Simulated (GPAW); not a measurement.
Band structure of MnAgO₂ (C2/m, 4 atoms in the cell).

```
CELL_PARAMETERS angstrom
      2.78319    -1.45639     0.00000
      2.78319     1.45639     0.00000
     -1.31685     0.00000     6.23195
ATOMIC_POSITIONS crystal
  Mn 0.50000 0.50000 0.50000
  Ag 0.00000 0.00000 0.00000
  O  0.10099 0.10099 0.33562
  O  0.89901 0.89901 0.66438
```
Moments meant for the start (each program seeds them in its own way; μB, in the order of the atoms Mn Ag O O): 4.0 0.0 0.0 0.0.

Level of theory: PBEsol, GPAW PAW datasets PBEsol (made by gpaw-setup) (plane waves; GPAW).

Settings: spinpol = true; mode = pw; ecut = 950 eV; xc = PBEsol; kpts = 7 7 3; mesh shift (steps) = 0 0 0; occupations.name = fermi-dirac; occupations.width = 0.05 eV; nbands = -12; convergence.density = 1e-05 e/electron; convergence.energy = 1e-05 eV/electron; symmetry.symmorphic = false; symmetry.tolerance = 0.0005; maxiter = 150.

The starting cell comes from a database of computed structures (which also holds hypothetical and non-ambient phases and stackings), without a prior relaxation at this level. Its lattice was rescaled by a random factor within 2.5 % of one. With one magnetic atom in the cell only a parallel order is possible.

Levels in eV from the Fermi level, bands 21 to 28 of the first spin channel:
```csv
point,21,22,23,24,25,26,27,28
Γ,-3.04,-2.93,-2.45,0.10,0.71,1.50,4.70,6.68
Y,-2.51,-2.10,-1.89,-0.27,1.44,1.56,4.95,7.76
F,-2.51,-2.08,-1.83,-0.40,1.33,1.49,4.86,8.03
L,-2.52,-2.08,-1.70,-0.48,1.25,1.54,4.51,8.54
Z,-2.43,-2.34,-1.94,0.01,1.34,1.81,3.38,6.96
N,-2.55,-2.16,-1.55,-0.25,0.80,2.09,5.19,8.74
M,-2.57,-2.46,-1.67,0.06,0.98,2.06,5.98,7.28
```

Bands cross the Fermi level along this path, so the cell is metallic at this level.

The net moment of the cell came out as 3.96 μB.
